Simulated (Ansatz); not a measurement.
CaTiO3 (Imma, No. 74, 10 atoms in the cell; start mp-556003; a measured phase of this formula has another space group) was calculated with PBEsol in Ansatz (plane waves, PAW).

Numerical settings: plane-wave cutoff 520 eV, 10×10×10 k mesh, Fermi–Dirac smearing 0.01 eV, no spin polarisation, scalar-relativistic PAW data made under PBE.

Cell (relaxed at this level):

CaTiO$_{3}$ is taken in the orthorhombic space group Imma (No. 74), Pearson symbol oI20. Lattice parameters: a = 5.404 Å, b = 7.570 Å, c = 5.411 Å, α = 90.00°, β = 90.00°, γ = 90.00°. Ca on 4e has 5 O at 2.308–2.414 Å and 2 O at 2.755 Å and 5 O at 2.985–3.103 Å. Ti on 4b has 6 O at 1.945–1.950 Å (octahedral). O1 on 8g is coordinated by 2 Ti at 1.945 Å and 2 Ca at 2.414 Å and 2 Ca at 2.985 Å. O2 on 4e is surrounded by 2 Ti at 1.950 Å and 1 Ca at 2.308 Å and 2 Ca at 2.755 Å and 1 Ca at 3.103 Å. (Neighbours: up to the widest gap in distance over summed covalent radii, below 1.35, at either atom; cation-cation and far metal-metal contacts left out.)
(The calculation used a cell of 10 atoms; values per cell refer to that cell.)

### Question
Predict the band gap, smallest direct gap on the k points sampled and Γ–Γ gap.

### Answer

band gap: 2.25 eV (indirect)
smallest direct gap on the k points sampled: 2.33 eV
Γ–Γ gap: 2.34 eV

The computed numbers hold no vibrational or temperature effects.

Cost on a shared machine: roughly 2.1 core-minutes.

A start named mp-… is a Materials Project structure, which need not be a measured phase.

Ansatz is a first-principles code.
